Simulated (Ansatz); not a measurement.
Levels about the gap of amorphous Si24O47 (71 atoms in a cell of 1075 Å³, 2.20 g/cm³; zone centre alone, so wide bands show as single levels with stretches between that a denser mesh fills), at the geometry that PBE relaxed, where it gives 1.4 GPa on a denser mesh. The participation number counts the atoms over which a state spreads; weights are charges in smoothed Voronoi cells. The levels come from a single point, so bond lengths are those of that geometry. Method of the levels: PBE, scalar-relativistic without spin-orbit coupling (Ansatz, a program for electronic structure). Sampling: the zone centre alone; Fermi-Dirac width 0.02 eV; no spin polarisation. The usual formal charges leave 2 electrons over, so the level spacing at the Fermi energy parts defect or band states and needn't be the band gap. At PBE the levels at the filled edge of the gap are localised (band-tail or defect states).

A CHGNet melt-quench gave the starting glass, which DFT then relaxed. O atoms were pushed apart under 1.9 Å during the dynamics, to hinder bonds among them. The hot cell started wider than the set density and was brought back towards it in steps. It is the lowest in DFT energy of 2 quenches. It is a model cell: composition and starting density were chosen by hand, and all elements were melted together. No dispersion term was used. Its density started from a set value of 2.20 and ended at 2.20 g/cm³. The quench (nominally 320 K/ps over its main leg) was far faster than any real one, so the model tends to hold more defects than a real film. Values belong to this one cell and scatter from quench to quench. The volume was held where the preparation left it and the shape relaxed, at a PBE pressure of 1.4 GPa. Stress components on the final sampling reach 1.4 GPa. On a 2×2×2 Γ-centred mesh force components of up to 0.25 eV/Å stay, since the relaxation ran on the zone centre alone.

```tsv
E - E(highest filled), eV	filling	participation number	largest on	weight O	weight Si
-3.69	filled	7.9	O, 2 neighbours	0.94	0.06
-3.37	filled	3.3	O, 2 neighbours	0.94	0.06
-3.26	filled	4.2	O, 2 neighbours	0.95	0.05
0.00	filled	3.3	Si, 3 neighbours	0.42	0.58
1.38	empty	42.7	O, 2 neighbours	0.66	0.34
2.60	empty	25.3	Si, 4 neighbours	0.61	0.39
2.91	empty	40.7	Si, 4 neighbours	0.61	0.39
3.17	empty	37.7	O, 2 neighbours	0.66	0.34
3.32	empty	35.2	Si, 4 neighbours	0.64	0.36
3.55	empty	27.0	Si, 4 neighbours	0.58	0.42
3.57	empty	44.0	O, 2 neighbours	0.66	0.34
```

Most localised among these is the filled level at +0.00 eV, on a Si atom, which has 3 neighbours (O 1.75 Å, O 1.77 Å, O 1.77 Å).
